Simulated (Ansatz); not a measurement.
The parent structure is InSb in the zinc blende structure (space group F-43m, No. 216).

Space group F-43m (No. 216); a = 6.6350 Å, b = 6.6350 Å, c = 6.6350 Å, α = 90.00°, β = 90.00°, γ = 90.00°

```
atom  site  symmetry       x       y       z
----  ----  --------  ------  ------  ------
Sb      4c      -43m  0.2500  0.2500  0.2500
In      4a      -43m  0.0000  0.0000  0.0000
```
(The calculation used a cell of 2 atoms; values per cell refer to that cell.)

Method: PBE/PAW in Ansatz (a quantum-chemistry and plane-wave program), without spin-orbit coupling, earlier PAW set.

Base values:

| Quantity | Value |
|---|---|
| Pressure | 0.0 GPa |
| Band gap | zero |

The change: an isotropic linear strain of −1.47 %, atoms relaxed at fixed cell.

How does this affect the energy relative to the base, pressure and band gap?

The energy grows by 8.7 meV/atom; the pressure goes from zero to 1.8 GPa; the band gap stays zero.

With Sb present, leaving out spin-orbit coupling can change the band edges. No phonon test of stability was made. All final runs are without spin polarisation. A zero or small gap of InSb can be the functional's error rather than a property of the material.
